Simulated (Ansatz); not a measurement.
The starting structures come from a database of crystals and need not be the phases stable at ambient conditions.

 Where the default PAW files enter, the runs use the earlier of Ansatz's two default sets.

Inside the gap of an insulator the Bloch states are evanescent, with a wavenumber k + iκ along the transport direction.

Given:

```
VYO4
1.0
    6.29670     0.00000     0.00000
    0.00000     7.13470     0.00000
    3.14835    -3.56735     3.56735
Y V O
2 2 8
Direct
  0.00000   0.00000   0.00000
  0.75000   0.50000   0.00000
  0.50000   0.00000   0.00000
  0.25000   0.50000   0.00000
  0.23994   0.68461   0.36922
  0.67455   0.18461   0.00000
  0.60916   0.31539   0.63078
  0.67455   0.81539   0.00000
  0.14084   0.18461   0.36922
  0.07545   0.31539   0.00000
  0.51006   0.81539   0.63078
  0.07545   0.68461   0.00000
```

Space group of this cell: I4_1/amd. The cell is taken as given; by r2SCAN its mean pressure is -1.6 GPa.

Transport runs along the normal of the first two printed cell vectors, the (100) plane of the conventional cell.

The gap is the functional's own. No spin-orbit coupling. Mid-gap values are interpolated on the energy grid.

**Question.** Compute, with r2SCAN run with Ansatz (a first-principles code), the band gap and the smallest decay constant κ at mid-gap.

**Answer.** Gap 3.28 eV on a 8×8×8 mesh; κ = 0.506 1/Å, at the zone centre.
